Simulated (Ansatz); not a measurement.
Structure of amorphous Zr$_{35}$Pt$_{13}$ (periodic cell):

```xyz
48
Lattice="10.2516 0.0222 0.0446 0.0222 10.1824 -0.0198 0.0446 -0.0198 9.7368" Properties=species:S:1:pos:R:3 pbc="T T T"
Zr     7.8291     8.1150     8.2202
Zr     4.5041     8.0516     7.5177
Zr     4.6689     5.8817     5.2363
Zr     1.6801     1.7332     5.4146
Zr     0.9992     7.8421     8.4391
Zr     4.4485     5.5519     1.8203
Zr     1.2942     3.1180     2.8554
Zr     5.6047     0.3239     9.2372
Zr     9.9802     4.8871     8.2031
Zr     9.2774     0.4259     9.3150
Zr     4.6511     8.6060     3.3060
Zr     7.5134     2.8998     8.3022
Zr     1.4601     5.0479     5.6257
Zr     1.1512     5.9531     1.2481
Zr     9.4559     0.8653     3.1609
Zr     9.6634     9.9810     6.1474
Zr     7.4607     9.0619     1.8554
Zr     9.1240     2.8396     5.4776
Zr     3.8983     3.3822     4.0740
Zr     4.1263     1.3120     2.0401
Zr     6.9658     8.3577     5.1933
Zr     2.5674     3.5189     9.6698
Zr     2.1979     8.3365     5.6696
Zr     9.7902     7.4731     3.7466
Zr     6.8453     3.7565     2.9519
Zr     3.1764     8.5223     0.6500
Zr     5.5944     5.3549     8.4390
Zr     7.8223     5.4261     5.8442
Zr     6.6536     1.0245     4.1349
Zr     9.6090     3.2627     0.9063
Zr     1.8085     9.6797     3.1116
Zr     8.2632     6.0968     0.7952
Zr     2.5728     0.3096     8.1118
Zr     3.8637     3.0508     7.1791
Zr     4.3739     0.4089     5.6657
Pt     9.7464     7.1996     6.3973
Pt     6.8752     6.5772     3.1682
Pt     7.0653     0.4381     6.9493
Pt     2.8203     5.7585     7.9976
Pt     5.7692     7.5337     0.4263
Pt     0.5034     2.2959     7.8853
Pt     7.3114     1.6021     1.2811
Pt     5.2804     3.3184     0.4312
Pt     9.3558     4.7900     3.3257
Pt     2.5436     6.5376     3.5542
Pt    10.1152     8.5821     1.2114
Pt     6.2031     3.2546     5.8499
Pt     1.4063     0.9967     0.8639
```

Level of theory: PBE, scalar-relativistic without spin-orbit coupling (plane waves to 420 eV, PAW; Ansatz, an electronic-structure program).

The cell was made by melting and quenching with the CHGNet potential and then relaxed with DFT. The hot cell started wider than the set density and was brought back towards it in steps. It is the lowest in DFT energy of 3 quenches. It is a model cell: composition and starting density were chosen by hand, and all elements were melted together. No dispersion term was used. Its density started from a set value of 9.28 and ended at 9.36 g/cm³. The simulated quench (nominally 190 K/ps over its main leg) is rapid and tends to freeze in more defects than a deposited or slowly cooled glass has. Values belong to this one cell and scatter from quench to quench. Volume and shape were free in the relaxation. On a 2×2×2 Γ-centred mesh force components of up to 0.20 eV/Å stay, since the relaxation ran on one k-point at (1/4, 1/4, 1/4).

Cut-offs for bonds: Zr-Zr 4.02 Å, Zr-Pt 3.78 Å, Pt-Pt 3.34 Å.

Task: Give the coordination numbers, mean bond lengths and angles.

Result: 
- Mean coordination of Zr: 13.69 (2 with 12, 15 with 13, 11 with 14, 6 with 15, 1 with 16)
- Mean coordination of Pt: 10.54 (2 with 9, 3 with 10, 7 with 11, 1 with 12)
- Mean Zr-Zr bond: 3.326 Å (spread 0.264 Å, 177 counted)
- Mean Zr-Pt bond: 2.993 Å (spread 0.256 Å, 125 counted)
- Mean Pt-Pt bond: 3.056 Å (spread 0.124 Å, 6 counted)
- Bond angle at Zr: mean 95.8°, spread 34.4°
- Bond angle at Pt: mean 97.6°, spread 33.1°
